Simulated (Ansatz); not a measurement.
Base system: ZnGeP2 in the chalcopyrite structure (space group I-42d, No. 122; a = 5.424 Å, c = 10.710 Å). Axes: x, y, z lie along a, b, c of the conventional cell.

All numbers come from plane-wave PAW DFT at the PBEsol level (Ansatz, an electronic-structure program, 420 eV), spin-orbit coupling left out.

Modification: uniaxial strain ε_zz = −1.50 %, all other strain components held at zero, atoms relaxed at fixed cell.

Question: Predict the new energy relative to the base.

Answer: The energy rises by 1.8 meV/atom.

Question: What does the calculation give for the stress after the change?

Answer: The stress (xx, yy, zz, yz, xz, xy; compression positive) amounts to (0.96, 0.96, 1.98, 0.00, 0.00, 0.00) GPa.

No phonon test of stability was made.
